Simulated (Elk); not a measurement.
# Worked example: self-consistent single point of LaMg6Nb (Amm2, 8 atoms in the cell) in Elk

Method of the run: PBEsol, all-electron FP-LAPW, Elk's shipped species files, APW+lo basis with extra local orbitals run with Elk.

Input as run:

```
tasks
  0

xctype
  22

rgkmax
  7.5

gmaxvr
  14.0

nxlo
  2

lorbcnd
  .true.

rmtscf
  0.95

lmaxi
  3

stype
  0

swidth
  0.00734986

avec
    9.5866448809    0.0000000000    0.0000000000
    0.0000000000    6.1424451640   10.9272222629
    0.0000000000   -6.1424451640   10.9272222629

atoms
  3   : nspecies
  'La.in'   : spfname
  1   : natoms; atposl, bfcmt below
  0.0000000000  0.8073700000  0.8073700000    0.0 0.0 0.0
  'Mg.in'   : spfname
  6   : natoms; atposl, bfcmt below
  0.0000000000  0.8103200000  0.3381400000    0.0 0.0 0.0
  0.0000000000  0.3381400000  0.8103200000    0.0 0.0 0.0
  0.0000000000  0.3332800000  0.3332800000    0.0 0.0 0.0
  0.5000000000  0.6664200000  0.1879200000    0.0 0.0 0.0
  0.5000000000  0.1879200000  0.6664200000    0.0 0.0 0.0
  0.5000000000  0.1692800000  0.1692800000    0.0 0.0 0.0
  'Nb.in'   : spfname
  1   : natoms; atposl, bfcmt below
  0.5000000000  0.6872500000  0.6872500000    0.0 0.0 0.0

ngridk
  4 3 3
```

The program printed (abridged):

```
│ Elk code version 10.2.4 │

All units are atomic (Hartree, Bohr, etc.)

│ Ground-state run starting from atomic densities │

Lattice vectors :
   9.586644881       0.000000000       0.000000000
   0.000000000       6.142445164       10.92722226
   0.000000000      -6.142445164       10.92722226

Unit cell volume      :    1286.908593
Brillouin zone volume :   0.1927488983

Muffin-tin inner radius fraction :   0.1000000000E-01

Nuclei treated as point charges

Species :    1 (La)
 parameters loaded from : La.in
 name : lanthanum
 nuclear charge    :   -57.00000000
 electronic charge :    57.00000000
 atomic mass :    253209.2364
 muffin-tin radius :    2.660000000
 number of radial points in muffin-tin :    697
 atomic positions (lattice), magnetic fields (Cartesian) :
   1 :   0.00000000  0.00000000  0.00000000    0.00000000  0.00000000  0.00000000

Species :    2 (Mg)
 parameters loaded from : Mg.in
 name : magnesium
 nuclear charge    :   -12.00000000
 electronic charge :    12.00000000
 atomic mass :    44305.30462
 muffin-tin radius :    2.090000000
 number of radial points in muffin-tin :    397
 atomic positions (lattice), magnetic fields (Cartesian) :
   1 :   0.00000000  0.00295000  0.53077000    0.00000000  0.00000000  0.00000000
   2 :   0.00000000  0.53077000  0.00295000    0.00000000  0.00000000  0.00000000
   3 :   0.00000000  0.52591000  0.52591000    0.00000000  0.00000000  0.00000000
   4 :   0.50000000  0.85905000  0.38055000    0.00000000  0.00000000  0.00000000
   5 :   0.50000000  0.38055000  0.85905000    0.00000000  0.00000000  0.00000000
   6 :   0.50000000  0.36191000  0.36191000    0.00000000  0.00000000  0.00000000

Species :    3 (Nb)
 parameters loaded from : Nb.in
 name : niobium
 nuclear charge    :   -41.00000000
 electronic charge :    41.00000000
 atomic mass :    169357.9703
 muffin-tin radius :    2.470000000
 number of radial points in muffin-tin :    597
   [... lines left out ...]
Maximum |G| for potential and density :    14.00000000
 potential will be trimmed for |G| > 2 gkmax
Constant for pseudocharge density :    9
Radial integration step length :    4

G-vector grid sizes :     45    56    56
Number of G-vectors :    59621

Maximum angular momentum used for
 APW functions                      :    8
 outer part of muffin-tin           :    6
 inner part of muffin-tin           :    3

Total nuclear charge    :   -170.0000000
Total core charge       :    86.00000000
Total valence charge    :    84.00000000
Total excess charge     :    0.000000000
Total electronic charge :    170.0000000

Effective Wigner radius, rₛ :    1.218063857

Number of empty states         :   32
Total number of valence states :   74
Total number of core states    :   86

Conduction state local-orbitals added automatically
Total number of local-orbitals :  575

Exchange-correlation functional :     22     0     0
 PBEsol, Phys. Rev. Lett. 100, 136406 (2008)
 gradient requirement :    1
 generalised gradient approximation (GGA)

Smearing type :    0
 Gaussian
Smearing width :   0.7349860000E-02
Effective electronic temperature (K) :    2320.902224

Mixing type :    3
 Broyden mixing, J. Phys. A: Math. Gen. 17, L317 (1984)

Kohn-Sham potential initialised from atomic data
│ Self-consistent loop started │
│ Loop number : 1 │
 total energy                :     -13543.5381387
│ Loop number : 2 │
 total energy                :     -13540.6164705
RMS change in Kohn-Sham potential (target) :   0.5888298652     (  0.1000000000E-05)
Absolute change in total energy (target)   :    2.921668122     (  0.1000000000E-03)
│ Loop number : 3 │
 total energy                :     -13544.1851156
RMS change in Kohn-Sham potential (target) :   0.5938015222     (  0.1000000000E-05)
Absolute change in total energy (target)   :    2.838228039     (  0.1000000000E-03)
│ Loop number : 4 │
 total energy                :     -13545.7426046
RMS change in Kohn-Sham potential (target) :   0.5457212444     (  0.1000000000E-05)
Absolute change in total energy (target)   :    2.267046032     (  0.1000000000E-03)
│ Loop number : 5 │
 total energy                :     -13533.3554427
RMS change in Kohn-Sham potential (target) :   0.4872890852     (  0.1000000000E-05)
Absolute change in total energy (target)   :    11.82040045     (  0.1000000000E-03)
   [... lines left out ...]
Absolute change in total energy (target)   :   0.1869692740E-02 (  0.1000000000E-03)
│ Loop number : 15 │
 total energy                :     -13512.3367243
RMS change in Kohn-Sham potential (target) :   0.1788576548E-04 (  0.1000000000E-05)
Absolute change in total energy (target)   :   0.1374268304E-03 (  0.1000000000E-03)
│ Loop number : 16 │
 total energy                :     -13512.3357370
RMS change in Kohn-Sham potential (target) :   0.7049263012E-05 (  0.1000000000E-05)
Absolute change in total energy (target)   :   0.9529486906E-03 (  0.1000000000E-03)
│ Loop number : 17 │
 total energy                :     -13512.3358639
RMS change in Kohn-Sham potential (target) :   0.1803258091E-05 (  0.1000000000E-05)
Absolute change in total energy (target)   :   0.1113472936E-03 (  0.1000000000E-03)
│ Loop number : 18 │
 total energy                :     -13512.3359758
RMS change in Kohn-Sham potential (target) :   0.5858875259E-06 (  0.1000000000E-05)
Absolute change in total energy (target)   :   0.8403995889E-04 (  0.1000000000E-03)
Convergence targets achieved

│ Loop number : 19 │

Energies :
 Fermi                       :     0.190512129431
 sum of eigenvalues          :     -8147.25867684
 electron kinetic            :      14240.8516666
 core electron kinetic       :      13712.2766466
 Coulomb                     :     -27339.2171832
 Coulomb potential           :     -21845.0671185
 nuclear-nuclear             :     -1009.21926089
 electron-nuclear            :     -30814.9287261
 Hartree                     :      4484.93080378
 Madelung                    :     -16416.6836239
 xc potential                :     -543.043224900
 exchange                    :     -404.990049395
 correlation                 :     -8.98034582201
 total energy                :     -13512.3359118

Density of states at Fermi energy :    127.1583030
 (states/Hartree/unit cell)

Estimated indirect band gap :   0.1564156649E-02
 from k-point     17 to k-point     14
Estimated direct band gap   :   0.6925647710E-02
 at k-point     11

Charges :
 core                        :    86.00000000
 valence                     :    84.00000000
 interstitial                :    14.41136505
 muffin-tins (core leakage)
  species :    1 (La)
   atom    1                 :    54.50061511     (  0.4849696682E-03)
  species :    2 (Mg)
   atom    1                 :    10.39767063     (   0.000000000    )
   atom    2                 :    10.39767063     (   0.000000000    )
   atom    3                 :    10.39610018     ( -0.4440892099E-15)
   atom    4                 :    10.38883006     (  0.6661338148E-15)
   atom    5                 :    10.38883006     (  0.6661338148E-15)
   atom    6                 :    10.35318469     ( -0.8881784197E-15)
  species :    3 (Nb)
   atom    1                 :    38.76573359     (  0.2478394432E-05)
 total in muffin-tins        :    155.5886349
 total calculated charge     :    169.9841108
 total charge                :    170.0000000
 error                       :   0.1588920886E-01

│ Self-consistent loop stopped │
```

The run converged in 19 iterations. The count includes the last loop, which Elk runs after its targets are met.

The starting cell comes from a database of computed structures (which also holds hypothetical and non-ambient phases and stackings), without a prior relaxation at this level. Its lattice was rescaled by a random factor within 2.5 % of one. Spin polarisation is off. Values depend on the basis (sphere radii, cutoffs, local orbitals), which need not be converged. The log's line on a gap gives a spacing of levels on this mesh, which the program prints for metals too.

Cost on one core of a shared machine: roughly 6 min.
